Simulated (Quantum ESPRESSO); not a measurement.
Quantum ESPRESSO run on NaF (Fm-3m, 2 atoms in the cell): self-consistent single point.

Method of the run: PBE, SSSP 1.1.2 efficiency (PBE) pseudopotentials (plane waves; Quantum ESPRESSO 7.5).

The change in words: lattice scaled by 0.98. Reference geometry:
```yaml
crystal:
  lattice:
    - [0.00000, 2.29047, 2.29047]
    - [2.29047, 0.00000, 2.29047]
    - [2.29047, 2.29047, 0.00000]
  atoms:
    - { symbol: Na, position: [0.00000, 0.00000, 0.00000] }
    - { symbol: F, position: [0.50000, 0.50000, 0.50000] }
```

Reference input (self-consistent single point, DFT, PBE, plane waves, SSSP 1.1.2 efficiency (PBE) pseudopotentials): ecutwfc = 40 Ry; ecutrho = 320 Ry; occupations = smearing; smearing = fd; degauss = 0.00147 Ry; potentials = {Na: na_pbe_v1.5.uspp.F.UPF, F: f_pbe_v1.4.uspp.F.UPF}; K_POINTS = automatic 6 6 6 0 0 0; conv_thr = 1e-08 Ry; mixing_beta = 0.7. This run's input differs from it in these lines:

```diff
@@ -26,5 +26,5 @@
 CELL_PARAMETERS angstrom
-   0.000000000     2.290467000     2.290467000
-   2.290467000     0.000000000     2.290467000
-   2.290467000     2.290467000     0.000000000
+   0.000000000     2.244658000     2.244658000
+   2.244658000     0.000000000     2.244658000
+   2.244658000     2.244658000     0.000000000
 ATOMIC_POSITIONS crystal
```

Log, with long lists cut:

```
     Self-consistent Calculation

     iteration #  1     ecut=    40.00 Ry     beta= 0.70

     total energy              =    -144.10370651 Ry
     estimated scf accuracy    <       0.21171914 Ry

     iteration #  2     ecut=    40.00 Ry     beta= 0.70

     total energy              =    -144.15221608 Ry
     estimated scf accuracy    <       0.20914316 Ry

     iteration #  3     ecut=    40.00 Ry     beta= 0.70

     total energy              =    -144.19527494 Ry
     estimated scf accuracy    <       0.00146445 Ry

   [... 2 blocks of this kind left out ...]

     iteration #  6     ecut=    40.00 Ry     beta= 0.70

     total energy              =    -144.19551045 Ry
     estimated scf accuracy    <       0.00000044 Ry

     iteration #  7     ecut=    40.00 Ry     beta= 0.70
     End of self-consistent calculation

     the Fermi energy is     6.0852 ev

!    total energy              =    -144.19551050 Ry
     estimated scf accuracy    <          8.6E-10 Ry
     smearing contrib. (-TS)   =       0.00000000 Ry
     internal energy E=F+TS    =    -144.19551050 Ry

     convergence has been achieved in   7 iterations

     Forces acting on atoms (cartesian axes, Ry/au):

     atom    1 type  1   force =    -0.00000000    0.00000000   -0.00000000
     atom    2 type  2   force =    -0.00000000   -0.00000000    0.00000000

     Total force =     0.000000     Total SCF correction =     0.000000

          total   stress  (Ry/bohr**3)                   (kbar)     P=       90.33
   0.00061408   0.00000000   0.00000000           90.33        0.00        0.00
   0.00000000   0.00061408   0.00000000            0.00       90.33        0.00
   0.00000000   0.00000000   0.00061408            0.00        0.00       90.33

   JOB DONE.
```

The run converged in 7 iterations. Against the reference run the free energy goes up by 30.8 meV/atom, the pressure goes from 4.50 to 9.03 GPa and the gap on the mesh goes from 6.484 to 6.836 eV.

The starting cell comes from a database of computed structures (which also holds hypothetical and non-ambient phases and stackings), without a prior relaxation at this level. Its lattice was rescaled by a random factor within 2.5 % of one. For this run, on top of that: lattice scaled by 0.98. With a pressure of about 9 GPa the cell is away from its equilibrium volume at this level.
